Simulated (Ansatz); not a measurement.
Partial pair distribution functions of a relaxed model of amorphous In₁₆Zn₈O₃₂, broadened by 0.06 Å; density 6.02 g/cm³. All values below come from PBE, scalar-relativistic without spin-orbit coupling (plane waves to 420 eV, PAW; Ansatz, a program for electronic structure).

It comes from a melt-quench run on a machine-learned potential (CHGNet), relaxed afterwards by DFT. O atoms were pushed apart under 1.9 Å during the dynamics, to hinder bonds among them. The hot cell started wider than the set density and was brought back towards it in steps. It is the lowest in DFT energy of 2 quenches. It is a model cell: composition and starting density were chosen by hand, and all elements were melted together. No dispersion term was used. Its density started from a set value of 6.17 and ended at 6.02 g/cm³. The quench (nominally 420 K/ps over its main leg) was far faster than any real one, so the model tends to hold more defects than a real film. One small periodic cell is one sample of the glass; other quenches scatter about these values. Volume and shape were free in the relaxation.

```json
[
 {"r (Å)": "1.70", "g In-O": "0.00", "g Zn-O": "0.00", "g In-In": "0.00", "g Zn-Zn": "0.00"},
 {"r (Å)": "1.80", "g In-O": "0.00", "g Zn-O": "0.33", "g In-In": "0.00", "g Zn-Zn": "0.00"},
 {"r (Å)": "1.90", "g In-O": "0.03", "g Zn-O": "4.06", "g In-In": "0.00", "g Zn-Zn": "0.00"},
 {"r (Å)": "2.00", "g In-O": "1.31", "g Zn-O": "7.61", "g In-In": "0.00", "g Zn-Zn": "0.00"},
 {"r (Å)": "2.10", "g In-O": "7.41", "g Zn-O": "5.56", "g In-In": "0.00", "g Zn-Zn": "0.00"},
 {"r (Å)": "2.20", "g In-O": "9.13", "g Zn-O": "1.95", "g In-In": "0.00", "g Zn-Zn": "0.00"},
 {"r (Å)": "2.30", "g In-O": "3.52", "g Zn-O": "0.45", "g In-In": "0.00", "g Zn-Zn": "0.00"},
 {"r (Å)": "2.40", "g In-O": "0.43", "g Zn-O": "0.19", "g In-In": "0.00", "g Zn-Zn": "0.00"},
 {"r (Å)": "2.50", "g In-O": "0.02", "g Zn-O": "0.01", "g In-In": "0.00", "g Zn-Zn": "0.01"},
 {"r (Å)": "2.60", "g In-O": "0.00", "g Zn-O": "0.00", "g In-In": "0.00", "g Zn-Zn": "0.61"},
 {"r (Å)": "2.70", "g In-O": "0.00", "g Zn-O": "0.00", "g In-In": "0.00", "g Zn-Zn": "1.78"},
 {"r (Å)": "2.80", "g In-O": "0.06", "g Zn-O": "0.16", "g In-In": "0.00", "g Zn-Zn": "0.45"},
 {"r (Å)": "2.90", "g In-O": "0.08", "g Zn-O": "0.40", "g In-In": "0.00", "g Zn-Zn": "1.30"},
 {"r (Å)": "3.00", "g In-O": "0.01", "g Zn-O": "0.31", "g In-In": "0.06", "g Zn-Zn": "1.30"},
 {"r (Å)": "3.10", "g In-O": "0.15", "g Zn-O": "0.28", "g In-In": "0.56", "g Zn-Zn": "1.66"},
 {"r (Å)": "3.20", "g In-O": "0.48", "g Zn-O": "0.38", "g In-In": "1.67", "g Zn-Zn": "2.54"},
 {"r (Å)": "3.30", "g In-O": "0.21", "g Zn-O": "0.42", "g In-In": "2.86", "g Zn-Zn": "2.18"},
 {"r (Å)": "3.40", "g In-O": "0.23", "g Zn-O": "0.26", "g In-In": "4.06", "g Zn-Zn": "3.36"},
 {"r (Å)": "3.50", "g In-O": "0.26", "g Zn-O": "0.39", "g In-In": "2.69", "g Zn-Zn": "1.84"},
 {"r (Å)": "3.60", "g In-O": "0.28", "g Zn-O": "0.54", "g In-In": "2.18", "g Zn-Zn": "0.56"},
 {"r (Å)": "3.70", "g In-O": "0.52", "g Zn-O": "0.93", "g In-In": "2.67", "g Zn-Zn": "0.65"},
 {"r (Å)": "3.80", "g In-O": "0.84", "g Zn-O": "2.07", "g In-In": "1.98", "g Zn-Zn": "0.68"},
 {"r (Å)": "3.90", "g In-O": "0.92", "g Zn-O": "1.74", "g In-In": "1.37", "g Zn-Zn": "0.05"},
 {"r (Å)": "4.00", "g In-O": "1.24", "g Zn-O": "1.53", "g In-In": "0.75", "g Zn-Zn": "0.32"},
 {"r (Å)": "4.10", "g In-O": "1.14", "g Zn-O": "1.52", "g In-In": "0.86", "g Zn-Zn": "0.74"},
 {"r (Å)": "4.20", "g In-O": "1.39", "g Zn-O": "0.92", "g In-In": "0.67", "g Zn-Zn": "0.11"},
 {"r (Å)": "4.30", "g In-O": "1.70", "g Zn-O": "1.02", "g In-In": "0.58", "g Zn-Zn": "0.00"},
 {"r (Å)": "4.40", "g In-O": "1.70", "g Zn-O": "1.15", "g In-In": "0.39", "g Zn-Zn": "0.18"}
]
```

Within 2.52 Å each In has 5.25 O neighbours on average.
